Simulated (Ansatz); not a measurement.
For TaGe2 (model structure, started from the Al2Cu type, I4/mcm, No. 140, 6 atoms in the cell), PBE in Ansatz (PAW) gives:

```
Quantity                                Value
------------------------------  -------------
equilibrium lattice constant a        6.352 Å
lattice parameter c                   5.447 Å
enthalpy of formation           0.001 eV/atom
```

### Question
What does PBE-D3(BJ) (Ansatz, a first-principles code, PAW) give for the same quantities?

### Answer

- lattice constant a: 6.278 Å (shrinks by 1.2 %)
- lattice parameter c: 5.399 Å (falls by 0.9 %)
- formation enthalpy: -0.048 eV/atom (moves by -0.049 eV/atom)

Changes are worked out from the printed values.

Unless a cell is named, each level is at its own relaxed cell (PBE 18.31, PBE-D3(BJ) 17.73 Å³/atom).

Levels without +SOC leave out spin–orbit coupling, which shifts energies and cells of such heavy elements.

Ansatz's density-functional and Hartree–Fock values are scalar-relativistic unless marked +SOC, with PAW data made under PBE.

A model structure was made by putting elements into a prototype or built by hand; it is no filed structure, need not be a known phase, and can be a saddle point held by its symmetry.
